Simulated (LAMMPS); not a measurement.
An MD run on a free-standing liquid film of Ni, 2156 atoms, at 2330 K.

Method: classical MD, pair style meam, file library.meam (library.meam-Ni); code LAMMPS.

Q: What does the simulation give for the surface tension, the excess potential energy of the surface?

A: surface tension: 1.07 ± 0.04 N/m; excess potential energy of the surface: 1.7 J/m².

Caution: the potential MEAM library.meam-Ni is a first-neighbour MEAM set with a 4 Å cutoff, used here without a parameter file and away from the static properties it was fitted to.
